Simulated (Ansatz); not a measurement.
The reference is WSe$_{2}$ in the 2H-MoS2 type structure (space group P6_3/mmc, No. 194; a = 3.2999 Å, c = 13.1513 Å; layered, stacked along the Cartesian z axis).

The values are results of plane-wave PAW DFT at the r2SCAN+rVV10 level (Ansatz, a first-principles code, 500 eV), no spin-orbit coupling, not measurements.

Now apply this change: a free-standing slab of 1 layer (3 atoms, 3 a layer) is cut normal to the stacking axis, with 15 Å of vacuum and the in-plane cell relaxed.

**Question.** What happens to the excess energy per area of both faces?

**Answer.** The excess energy per area of both faces (slab less bulk energy over the cell's area: twice a surface energy) comes out as 0.37 J/m².

**Question.** What happens to the gap character?

**Answer.** The gap character comes out as direct at K.

**Question.** How does this affect the hole mass?

**Answer.** The hole mass (in plane) comes out as 0.42 mₑ (at K).

The excess energy carries the mismatch between the slab's and the bulk's meshes. With W present, leaving out spin-orbit coupling can change the band edges. Masses are band curvatures over ±0.01 Å⁻¹ around the edge. Stability against distortions was not tested. Labels are those of the standard path for the cell's own space group.
